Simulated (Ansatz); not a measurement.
# Effect of pressure 3 GPa on AlN

Consider AlN in the zinc blende structure (space group F-43m, No. 216; a = 4.370 Å).

One thing is altered: a hydrostatic pressure of 3 GPa.

Method: Ansatz (an electronic-structure program), r2SCAN, PAW, cutoff 500 eV, without spin-orbit coupling. Γ-centred 13×13×13 mesh, Fermi–Dirac width 0.05 eV.

```csv
quantity,base,changed,shift
density,3.26 g/cm³,3.31 g/cm³,+0.05 g/cm³
lattice parameter a,4.370 Å,4.350 Å,-0.020 Å
band gap,3.94 eV,3.95 eV,+0.01 eV
gap character,"indirect, Γ → X","indirect, Γ → X",–
smallest direct gap,4.84 eV,4.97 eV,+0.13 eV
width of the top valence band,2.68 eV,2.71 eV,+0.03 eV
electron mass,"0.51 mₑ along k, 0.33 mₑ across (at X)","0.51 mₑ along k, 0.33 mₑ across (at X)",–
"valley order (the lowest conduction-band minima on the path, energy above the VBM, named in the base's zone)",X along ⟨100⟩ 3.94 eV; Γ 4.84 eV,X along ⟨100⟩ 3.95 eV; Γ 4.97 eV,–
```

Final structure:

```
AlN
1.0
    0.00000     2.17479     2.17479
    2.17479     0.00000     2.17479
    2.17479     2.17479     0.00000
N Al
1 1
Direct
  0.75000   0.75000   0.75000
  0.00000   0.00000   0.00000
```

Load acts through the strain it causes; cell and atoms are relaxed under it. Masses are band curvatures over ±0.01 Å⁻¹ around the edge. Along k means along the line from Γ to the band edge. No phonon test of stability was made. Tetrahedral semiconductors of this kind turn to denser phases somewhere between about 1 and 50 GPa; those were not computed, so compressed cells here can lie past the real transition. This is not the structure that AlN has at room temperature and ambient pressure.
